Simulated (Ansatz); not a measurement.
# Hypothetical zinc blende BiAs: pressure series

Consider BiAs in the zinc blende structure (space group F-43m, No. 216; a = 6.704 Å; a hypothetical phase, not in the database extracts checked).

Cell and atoms are relaxed at each pressure.

Calculations: Ansatz (a first-principles code), PBE, PAW, cutoff 420 eV, no spin-orbit coupling.

```json
[
 {"P (GPa)": "-2.01", "V (Å³/atom)": "39.997"},
 {"P (GPa)": "-1.01", "V (Å³/atom)": "38.748"},
 {"P (GPa)": "0.30", "V (Å³/atom)": "37.376"},
 {"P (GPa)": "0.70", "V (Å³/atom)": "37.007"},
 {"P (GPa)": "1.49", "V (Å³/atom)": "36.329"},
 {"P (GPa)": "3.00", "V (Å³/atom)": "35.186"},
 {"P (GPa)": "5.00", "V (Å³/atom)": "33.907"},
 {"P (GPa)": "7.50", "V (Å³/atom)": "32.572"},
 {"P (GPa)": "10.01", "V (Å³/atom)": "31.445"}
]
```

Problem. Fit a third-order Birch–Murnaghan equation of state.

Solution. Least squares on P(V) = (3B₀/2)[(V₀/V)^(7/3) − (V₀/V)^(5/3)]·[1 + (3/4)(B₀′ − 4)((V₀/V)^(2/3) − 1)] gives V₀ = 37.67 Å³/atom, B₀ = 38 GPa and B₀′ = 4.1.

Load acts through the strain it causes; cell and atoms are relaxed under it. Whether these cells are dynamically stable was not tested. No other phases were tried under pressure. All final runs are without spin polarisation.
